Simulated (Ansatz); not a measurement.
System: SiO2 (P4₁2₁2, No. 92). Method: PBE in Ansatz (plane waves, PAW).

Settings: plane-wave cutoff 500 eV, 6×6×6 k mesh, gaussian smearing 0.02 eV, scalar-relativistic PAW data made under PBE.

Cell (relaxed at this level):

Space group P4₁2₁2 (No. 92); a = b = 5.083 Å, c = 7.099 Å, α = β = γ = 90.00°

| atom | site | symmetry | x | y | z |
|---|---|---|---|---|---|
| Si | 4a | ..2 | 0.2939 | 0.2939 | 0.0000 |
| O | 8b | 1 | 0.2412 | 0.0936 | 0.1743 |

Task: Estimate the band gap that the calculation returns.

Result: 
band gap: 5.51 eV (on the SCF k mesh)

Note: the volume lies 7 % above that of the published cell.

Static lattice: no zero-point or thermal effects.

Ansatz is a program for electronic structure.
